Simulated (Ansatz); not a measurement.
Worked example: self-consistent single point of MoS2 (P3m1, 3 atoms in the cell) in Ansatz (a quantum-chemistry and plane-wave program).

Method: LDA (PW92), default PAW files made with PBE (plane waves; Ansatz).

The change in words: 1 x 1 x 1 supercell, one Mo atom moved by 0.02 angstrom along z. Reference geometry:
```
CELL_PARAMETERS angstrom
      3.16821     0.00000     0.00000
     -1.58411     2.74375     0.00000
      0.00000     0.00000    17.24793
ATOMIC_POSITIONS crystal
  Mo 0.00000 0.00000 0.00000
  S  0.33333 0.66667 0.08949
  S  0.33333 0.66667 0.91051
```

Reference input (self-consistent single point, DFT, LDA (PW92), plane waves, default PAW files made with PBE): basis.ecutwfc = 420 eV; kpoints.mp_grid.grid = 9 9 2; hamiltonian.xc = lda; hamiltonian.pseudopotentials = {kind: paw} (the program's default PAW files); scf.occupations.method = fermi_dirac; scf.occupations.width = 0.02 eV. This run's input differs from it in these lines:

```diff
@@ -7,3 +7,3 @@
   atoms:
-    - { symbol: Mo, position: [0.000000, 0.000000, 0.000000] }
+    - { symbol: Mo, position: [0.000000, 0.000000, 0.001160] }
     - { symbol: S, position: [0.333333, 0.666667, 0.089490] }
```

Output (repeated stretches shortened):

```
SCF iter   1: F=—  HF=-6584.749367 eV  |F-HF|=—  |Δ(HF+E_count)|=         —  Δρ=4.96e-3  dr2=3.91e-2  ethr=1.77e-3  ⟨swp⟩=10.0  Hψ=2988  notcnv=0
all-band conjugate gradients solve this SCF's bands
preconditioner: auto → none
SCF iter   2: F=—  HF=-6584.770282 eV  |F-HF|=—  |Δ(HF+E_count)|=   2.09e-2  Δρ=6.11e-3  dr2=1.66e-1  ethr=1.51e-4  ⟨swp⟩=3.7  Hψ=1104  notcnv=0
   [... lines left out ...]
SCF iter   5: F=—  HF=-6584.748151 eV  |F-HF|=—  |Δ(HF+E_count)|=   3.31e-3  Δρ=2.06e-4  dr2=4.28e-5  ethr=2.51e-5  ⟨swp⟩=3.2  Hψ=690  notcnv=0
SCF iter   6: F=—  HF=-6584.748105 eV  |F-HF|=—  |Δ(HF+E_count)|=   4.60e-5  Δρ=4.76e-5  dr2=2.19e-6  ethr=1.65e-7  ⟨swp⟩=3.1  Hψ=874  notcnv=0
SCF iter   7: F=—  HF=-6584.748106 eV  |F-HF|=—  |Δ(HF+E_count)|=   5.04e-7  Δρ=1.57e-5  dr2=1.85e-7  ethr=8.40e-9  ⟨swp⟩=2.5  Hψ=690  notcnv=0
SCF iter   8: F=-6584.748106 eV  HF=-6584.748106 eV  |F-HF|=1.53e-9  |Δ(HF+E_count)|=   9.38e-8  Δρ=3.59e-6  dr2=9.34e-9  ethr=3.85e-10  ⟨swp⟩=7.4  Hψ=2099  notcnv=0
SCF 1 converged in 8 iterations: F = -6584.748106 eV  dr2 = 9.34e-9
Free energy (F): -6584.748106 eV
Internal energy: -6584.748106 eV  (E = F + TS)
E sigma→0 (E₀):  -6584.748106 eV
Fermi energy:    0.431140 eV
--- Forces (eV/Å), atoms counted from 1 ---
  atom   1  Mo     0.00000000     0.00000000    -0.61576669
  atom   2  S      0.00000000     0.00000000     0.16979907
  atom   3  S     -0.00000000     0.00000000     0.44600890
--- Stress (GPa, compression-positive) ---
       -1.673351      -0.000000       0.000000
       -0.000000      -1.673351       0.000000
        0.000000       0.000000      -0.467775
  P = ⅓ Tr σ = -1.2715 GPa (-12.715 kbar)
  The stress holds the Pulay correction. Without it, at fixed plane waves, as pw.x and ABINIT print it: P = -1.2761 GPa
```

The run converged in 8 iterations. Against the reference run the free energy goes up by 2.1 meV/atom, the pressure hardly changes (-1.28 to -1.27 GPa), the largest force goes from 0.145 to 0.616 eV/Å and the gap on the mesh hardly changes (1.618 to 1.609 eV).

The starting cell comes from a database of computed structures (which also holds hypothetical and non-ambient phases and stackings), without a prior relaxation at this level. Its lattice was rescaled by up to half a per cent. For this run, on top of that: 1 x 1 x 1 supercell, one Mo atom moved by 0.02 angstrom along z. Ansatz's pressure includes its estimate of the finite-basis (Pulay) stress.

Keys are those of Ansatz 0.2.
